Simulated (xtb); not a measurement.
xtb 6.7.1, GFN2-xTB: Si(F)2(OMe)(OiPr) (CO[Si](F)(F)OC(C)C), 19 atoms. The geometry is a generated start, not checked to be a minimum at this level.

```json
{
  "run_flags": "--grad",
  "method": "GFN2-xTB",
  "--acc": "1 (default)",
  "--etemp (K)": "300 (default)",
  "basis_functions": "52",
  "valence_electrons": "56"
}
```

```xyz
19

C      3.4307     0.1838    -1.3891
O      2.0587     0.2672    -1.1045
Si     1.2735    -0.1851     0.2027
F      1.4826    -1.7371     0.5529
F      1.8517     0.4771     1.5451
O     -0.2265     0.2175    -0.1040
C     -1.4043     0.0078     0.6611
C     -2.1615    -1.1839     0.0879
C     -2.2288     1.2880     0.6149
H      3.7761    -0.8508    -1.3259
H      3.5769     0.5548    -2.4023
H      4.0044     0.7898    -0.6864
H     -1.1219    -0.2083     1.6986
H     -2.4563    -0.9771    -0.9383
H     -1.5235    -2.0635     0.0970
H     -3.0496    -1.3814     0.6835
H     -2.5085     1.5115    -0.4121
H     -1.6456     2.1175     1.0046
H     -3.1281     1.1721     1.2143
```

One run each on 1 thread. Values of broydamp tried: 0.02, 0.05, 0.1, 0.2, 0.4 (default), 0.6, 0.8, 1.

Question: Predict the course of the SCC iterations along this series.

Answer: Fewest SCC iterations, within one of each other: 0.4 (default) with 12, 0.6 with 12, 0.8 with 12, 1 with 13. The count rises to 20 at 0.02. All converge to one solution.

```
broydamp       SCC iterations            end
-------------  --------------  -------------
0.02                       20  same solution
0.05                       19  same solution
0.1                        17  same solution
0.2                        15  same solution
0.4 (default)              12  same solution
0.6                        12  same solution
0.8                        12  same solution
1                          13  same solution
```
